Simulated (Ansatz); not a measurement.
Amorphous Si24O49Ag2, 75 atoms at 2.45 g/cm³, one PBE-relaxed geometry, zone centre. Methods: PBE, scalar-relativistic without spin-orbit coupling (Ansatz, a quantum-chemistry and plane-wave program); r2SCAN, scalar-relativistic without spin-orbit coupling (Ansatz); HSE06, scalar-relativistic without spin-orbit coupling (Ansatz). Plane waves to 420 eV (r2SCAN 500 eV); exact exchange is cut at the cell's faces. At PBE the levels at the filled edge of the gap are localised (band-tail or defect states), and the nearest spread-out levels lie 4.6 eV apart at the zone centre. All rungs ran without spin polarisation.

A CHGNet melt-quench gave the starting glass, which DFT then relaxed. O atoms were pushed apart under 1.9 Å during the dynamics, to hinder bonds among them. The hot cell started wider than the set density and was brought back towards it in steps. It is the lowest in DFT energy of 2 quenches. It is a model cell: composition and starting density were chosen by hand, and all elements were melted together. No dispersion term was used. Its density started from a set value of 2.45 and ended at 2.45 g/cm³. The simulated quench (nominally 320 K/ps over its main leg) is rapid and tends to freeze in more defects than a deposited or slowly cooled glass has. Values belong to this one cell and scatter from quench to quench. The volume was held where the preparation left it, at a PBE pressure of -1.4 GPa (tension). Stress components on the final sampling reach 2.3 GPa. Cycles of charging lowered its energy after that relaxation.

The relaxation ran on the zone centre alone. At PBE the level gap is 2.60 eV on a 2×2×2 Γ-centred mesh, and the spacing at the zone centre alone 2.60 eV.

Task: What zone-centre spacing does r2SCAN give, roughly?

Result: 3.04 eV (+0.44 eV against PBE).

Task: What zone-centre spacing does HSE06 give, roughly?

Result: 4.13 eV (+1.53 eV against PBE).

The highest filled and the lowest empty state spread over these numbers of atoms (participation numbers): PBE: 2.5 and 32.0; r2SCAN: 2.4 and 29.0; HSE06: 2.5 and 34.8.
